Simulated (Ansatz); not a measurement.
Here is the system:

```yaml
crystal:
  lattice:
    - [0.00000, 2.73497, 2.73497]
    - [2.73497, 0.00000, 2.73497]
    - [2.73497, 2.73497, 0.00000]
  atoms:
    - { symbol: Zn, position: [0.00000, 0.00000, 0.00000] }
    - { symbol: S, position: [0.25000, 0.25000, 0.25000] }
```

No spin polarisation.

Calculations: r2SCAN/PAW in Ansatz (a program for electronic structure), spin-orbit coupling left out. Settings: 11×11×11 k-points, 0.05 eV Fermi–Dirac smearing.

Task: Predict the hole mass, gap character and electron mass.

Result: The hole mass (degenerate bands, along [100]) comes out as 0.21, 0.72, 0.72 mₑ (at Γ). The gap character comes out as direct at Γ and the electron mass is 0.19 mₑ (at Γ).

The cells carry an imposed strain or load. Effective masses come from finite differences of ±0.01 Å⁻¹. Whether these cells are dynamically stable was not tested. The cell was made from ZnS in the zinc blende structure (space group F-43m, No. 216) by this change: isotropic strain +1.50 %.
